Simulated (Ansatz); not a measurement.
Ansatz (an electronic-structure program) run on YSn₃ (P4mm, 4 atoms in the cell): self-consistent single point.

Method: LDA (PW92), default PAW files made with PBE (plane waves; Ansatz).

The change in words: lattice scaled by 0.98; basis.ecutrho_ratio: default → 4. Reference geometry:
```
YSn3
1.0
    4.71443     0.00000     0.00000
    0.00000     4.71443     0.00000
    0.00000     0.00000     4.71443
Y Sn
1 3
Cartesian
  0.00000   0.00000   0.05000
  2.35722   2.35722   0.00000
  0.00000   2.35722   2.35722
  2.35722   0.00000   2.35722
```

Reference input (self-consistent single point, DFT, LDA (PW92), plane waves, default PAW files made with PBE): basis.ecutwfc = 30.9 Ry; kpoints.mp_grid.grid = 5 5 5; hamiltonian.xc = lda; hamiltonian.pseudopotentials = {kind: paw} (the program's default PAW files); scf.occupations.method = fermi_dirac; scf.occupations.width = 0.0073 Ry. This run's input differs from it in these lines:

Ansatz 0.2 input:
```diff
@@ -3,5 +3,5 @@
   lattice:
-    - [4.71443100, 0.00000000, 0.00000000]
-    - [0.00000000, 4.71443100, 0.00000000]
-    - [0.00000000, 0.00000000, 4.71443100]
+    - [4.62014200, 0.00000000, 0.00000000]
+    - [0.00000000, 4.62014200, 0.00000000]
+    - [0.00000000, 0.00000000, 4.62014200]
   atoms:
@@ -13,2 +13,3 @@
   ecutwfc: 30.9 Ry
+  ecutrho_ratio: 4
 kpoints:
```

Output, abridged:

```
SCF iter   1: F=—  HF=-21386.213833 eV  |F-HF|=—  |Δ(HF+E_count)|=         —  Δρ=7.90e-3  dr2=3.66e-2  ethr=1.77e-3  ⟨swp⟩=5.9  Hψ=2339  notcnv=0
all-band conjugate gradients solve this SCF's bands
preconditioner: auto → Resta (q_TF=auto, 2.460 Å⁻¹)
SCF iter   2: F=—  HF=-21386.203734 eV  |F-HF|=—  |Δ(HF+E_count)|=   1.01e-2  Δρ=3.53e-3  dr2=6.80e-3  ethr=6.90e-5  ⟨swp⟩=2.2  Hψ=1118  notcnv=0
SCF iter   3: F=—  HF=-21386.201692 eV  |F-HF|=—  |Δ(HF+E_count)|=   2.04e-3  Δρ=5.51e-4  dr2=2.87e-4  ethr=1.28e-5  ⟨swp⟩=2.9  Hψ=1088  notcnv=0
SCF iter   4: F=—  HF=-21386.201615 eV  |F-HF|=—  |Δ(HF+E_count)|=   7.69e-5  Δρ=6.13e-5  dr2=3.80e-6  ethr=5.41e-7  ⟨swp⟩=2.0  Hψ=702  notcnv=0
SCF iter   5: F=—  HF=-21386.201614 eV  |F-HF|=—  |Δ(HF+E_count)|=   1.44e-6  Δρ=1.28e-5  dr2=3.05e-7  ethr=7.17e-9  ⟨swp⟩=2.9  Hψ=1102  notcnv=0
SCF iter   6: F=-21386.201614 eV  HF=-21386.201614 eV  |F-HF|=1.38e-8  |Δ(HF+E_count)|=   7.19e-8  Δρ=4.25e-6  dr2=2.23e-8  ethr=1.89e-10  ⟨swp⟩=7.0  Hψ=2553  notcnv=0
SCF 1 converged in 6 iterations: F = -21386.201614 eV  dr2 = 2.23e-8
Free energy (F): -21386.201614 eV
Internal energy: -21386.134954 eV  (E = F + TS)
E sigma→0 (E₀):  -21386.168284 eV
Entropy (-TS):   -0.066660 eV (-16.665 meV/atom)
Fermi energy:    12.286551 eV
--- Forces (eV/Å), atoms counted from 1 ---
  atom   1  Y      0.00000000     0.00000000    -0.21861695
  atom   2  Sn    -0.00000000     0.00000000    -0.03813156
  atom   3  Sn     0.00000000     0.00000000     0.12841144
  atom   4  Sn     0.00000000     0.00000000     0.12841144
--- Stress (GPa, compression-positive) ---
       -0.557261       0.000000       0.000000
        0.000000      -0.557261       0.000000
        0.000000       0.000000      -0.547422
  P = ⅓ Tr σ = -0.5540 GPa (-5.540 kbar)
  The stress holds the Pulay correction. Without it, at fixed plane waves, as pw.x and ABINIT print it: P = -0.5792 GPa
```

The run converged in 6 iterations. Against the reference run the free energy drops by 23.1 meV/atom, the pressure goes from -4.05 to -0.55 GPa and the largest force goes from 0.174 to 0.219 eV/Å.

The starting cell comes from a database of computed structures (which also holds hypothetical and non-ambient phases and stackings), without a prior relaxation at this level. Its lattice was rescaled by up to half a per cent. One atom was moved a little off its site on purpose. For this run, on top of that: lattice scaled by 0.98. Ansatz's pressure includes its estimate of the finite-basis (Pulay) stress.
